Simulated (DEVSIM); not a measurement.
Structure: Schottky contact on n-type β-Ga2O3, at 400 K.

Layer 1 from the left is β-Ga2O3, thickness (μm) 14.0, Nd (cm⁻³) 1.5e17, τn (s) 4.2e-10, τp (s) 4.2e-10. Layer 2 from the left is β-Ga2O3, thickness (μm) 1.30, Nd (cm⁻³) 9.7e17, τn (s) 4.2e-10, τp (s) 4.2e-10.

Left contact: Schottky, work function 5.63 eV, emission velocity 5.4e6 cm/s. Right contact: ohmic. Voltage is applied to the left contact. Recombination: SRH at mid-gap, radiative. Mobility is constant in doping.

This is a model device: material constants are rounded textbook-type values typed into the input, and sizes, dopings and lifetimes were drawn at random. Values at 300 K; Nc and Nv go as T^1.5, mobilities as T to minus their exponent, the gap by Varshni's rule with the affinity fixed.

β-Ga2O3: gap (eV) 4.8, affinity (eV) 4, permittivity 10, Nc (cm⁻³) 3.7e18, Nv (cm⁻³) 5e20, μn (cm²/Vs) 160, μp (cm²/Vs) 1, T exponent of μn 1.8, T exponent of μp 1.5, B (cm³/s) 1e-12, Varshni α (eV/K) 0.0004, Varshni β (K) 600.

Model (solved in DEVSIM): 1D drift-diffusion, Boltzmann statistics, complete ionisation; no tunnelling, impact ionisation, image-force lowering or self-heating. Metal contacts follow the ideal Schottky-Mott rule: no Fermi-level pinning, no interface dipoles.

What does the simulation give for the potential step across the device at zero bias, the dark forward voltage at 100 A/cm², the dark forward voltage at 1 A/cm²?

potential step across the device at zero bias 1.569 V; dark forward voltage at 100 A/cm² 1.338 V; dark forward voltage at 1 A/cm² 1.112 V.
